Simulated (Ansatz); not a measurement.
Structures of equal composition on the (113) surface of germanium: 1 pair of surface atoms bonded, Si on one of 4 surface atoms, H on every dangling bond; 1 pair of surface atoms bonded, Si on one of 4 atoms of the third shell, H on every dangling bond; 1 pair of surface atoms bonded, Si on one of 4 atoms under the surface, H on every dangling bond. The slabs share one bottom face, and each structure is named by its start. These are constructed structures in small cells; real faces may alloy, dewet or reconstruct in larger ones, and not all known structures of the face are among them. Slabs of about 14 Å with all that they carry, Fermi-Dirac smearing of 0.025 eV. Bottom of the slabs: built like the top, H on every dangling bond, free. Relaxed from the named starts with such symmetry as they have, on meshes of like density; energies extrapolated to zero smearing; no spin-orbit coupling, no U. Spin-polarised runs, if any, are marked in brackets, and their order is one that fits the cell; the others ran without spin. Where a second, spin-polarised start was run, the lower counts.

Computed with PBE (plane waves to 420 eV, PAW; Ansatz, a first-principles code).

**Question.** Order them by energy per 1x1 cell (lowest first) at the level PBE.

**Answer.** 1 pair of surface atoms bonded, Si on one of 4 surface atoms, H on every dangling bond (0.000 eV, gap 0.77 eV on the mesh), 1 pair of surface atoms bonded, Si on one of 4 atoms of the third shell, H on every dangling bond (0.059 eV, gap 0.78 eV on the mesh), 1 pair of surface atoms bonded, Si on one of 4 atoms under the surface, H on every dangling bond (0.090 eV, gap 0.78 eV on the mesh)
